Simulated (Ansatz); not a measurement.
Ansatz (an electronic-structure program) run on ZnNi (P4mm, 2 atoms in the cell): self-consistent single point.

Method: PBEsol, default PAW files made with PBE (plane waves; Ansatz).

```
CELL_PARAMETERS angstrom
      2.88046     0.00000     0.00000
      0.00000     2.88046     0.00000
      0.00000     0.00000     2.88046
ATOMIC_POSITIONS crystal
  Zn 0.50000 0.50000 0.51736
  Ni 0.00000 0.00000 0.00000
```

Reference input (self-consistent single point, DFT, PBEsol, plane waves, default PAW files made with PBE): basis.ecutwfc = 30.9 Ry; kpoints.mp_grid.grid = 11 11 11; hamiltonian.xc = pbesol; hamiltonian.pseudopotentials = {kind: paw} (the program's default PAW files); scf.occupations.method = gaussian; scf.occupations.width = 0.0073 Ry. This run's input differs from it in these lines:

Ansatz 0.2 input:
```diff
@@ -10,3 +10,3 @@
 basis:
-  ecutwfc: 30.9 Ry
+  ecutwfc: 27.9 Ry
 kpoints:
```

Output, abridged:

```
SCF iter   1: F=—  HF=-9086.380051 eV  |F-HF|=—  |Δ(HF+E_count)|=         —  Δρ=2.69e-2  dr2=1.10e-1  ethr=1.77e-3  ⟨swp⟩=5.4  Hψ=10237  notcnv=0
all-band conjugate gradients solve this SCF's bands
preconditioner: auto → none
SCF iter   2: F=—  HF=-9086.369101 eV  |F-HF|=—  |Δ(HF+E_count)|=   1.09e-2  Δρ=1.29e-2  dr2=2.96e-2  ethr=3.68e-4  ⟨swp⟩=2.0  Hψ=3722  notcnv=0  defer=5
SCF iter   3: F=—  HF=-9086.365879 eV  |F-HF|=—  |Δ(HF+E_count)|=   3.22e-3  Δρ=2.14e-3  dr2=5.88e-4  ethr=9.87e-5  ⟨swp⟩=1.5  Hψ=2544  notcnv=0  defer=5
SCF iter   4: F=—  HF=-9086.365624 eV  |F-HF|=—  |Δ(HF+E_count)|=   2.55e-4  Δρ=7.67e-4  dr2=8.37e-5  ethr=1.96e-6  ⟨swp⟩=2.0  Hψ=3610  notcnv=0  defer=5
SCF iter   5: F=—  HF=-9086.365600 eV  |F-HF|=—  |Δ(HF+E_count)|=   2.43e-5  Δρ=1.78e-4  dr2=3.30e-6  ethr=2.79e-7  ⟨swp⟩=2.0  Hψ=3098  notcnv=0  defer=5
SCF iter   6: F=-9086.365599 eV  HF=-9086.365599 eV  |F-HF|=4.89e-8  |Δ(HF+E_count)|=   8.54e-7  Δρ=2.35e-5  dr2=5.27e-8  ethr=3.33e-10  ⟨swp⟩=4.6  Hψ=12132  notcnv=0
SCF 1 converged in 6 iterations: F = -9086.365599 eV  dr2 = 5.27e-8
Free energy (F): -9086.365599 eV
Internal energy: -9086.357687 eV  (E = F + TS)
E sigma→0 (E₀):  -9086.361643 eV
Entropy (-TS):   -0.007912 eV (-3.956 meV/atom)
Fermi energy:    15.037278 eV
--- Forces (eV/Å), atoms counted from 1 ---
  atom   1  Zn    -0.00000000     0.00000000    -0.30543293
  atom   2  Ni     0.00000000     0.00000000     0.30542147
--- Stress (GPa, compression-positive) ---
       -6.046100       0.000000       0.000000
        0.000000      -6.046100       0.000000
        0.000000       0.000000      -6.255836
  P = ⅓ Tr σ = -6.1160 GPa (-61.160 kbar)
  The stress holds the Pulay correction. Without it, at fixed plane waves, as pw.x and ABINIT print it: P = -6.5331 GPa
```

The run converged in 6 iterations. Against the reference run the free energy rises by 2.2 meV/atom, the pressure hardly changes (-6.16 to -6.12 GPa) and the largest force hardly changes (0.304 to 0.305 eV/Å).

The starting cell comes from a database of computed structures (which also holds hypothetical and non-ambient phases and stackings), without a prior relaxation at this level. Its lattice was rescaled by up to half a per cent. One atom was moved a little off its site on purpose. Spin polarisation is off. Ansatz's pressure includes its estimate of the finite-basis (Pulay) stress. The cutoff lies below the one recommended for these files.
